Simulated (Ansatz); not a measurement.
An Ansatz (a program for electronic structure) input (Ansatz r2SCAN, no SOC):

Ansatz 0.2 input:
```yaml
crystal:
  lattice:
    - [4.0457026077, 0, 0]
    - [2.0228513038, 3.5036812344, 0]
    - [2.0228513038, -1.1678937448, 3.2625147693]
  atoms:
    - { symbol: Ge, position: [0, 0, 0] }
    - { symbol: Ge, position: [0.5, 0.25, 0.75] }
basis: { ecutwfc: 500, ecutrho_ratio: 4, xc_grid: 4, fft_grid_basis: typed }
kpoints: { mp_grid: { grid: [10, 10, 10] } }
hamiltonian:
  xc: r2scan
  dispersion: none
  pseudopotentials: { kind: paw }
scf: { occupations: { method: fermi_dirac, width: 0.05 } }
relax: { f_tol: 0.005, max_steps: 50, cell: { stress_tol: 0.01, fix: [a, b, gamma] } }
output: { forces: true, stress: true }
checkpoint: { write: state.ck, write_every: 1000 }
```

Q: Which symmetry and how many k-points will the program report, and about how many plane waves at Γ?

A: Space group R-3m (ITA 166) with 12 operations, k-points 116 of 1000, and 1205 plane waves at Γ.

Q: And the final pressure?

A: -0.94 GPa (compression positive).

The cells carry an imposed strain or load. Stability against distortions was not tested. The cell was made from Ge in the diamond structure (space group Fd-3m, No. 227) by this change: biaxial strain +0.83 %, plane normal [111], relaxed out of plane.
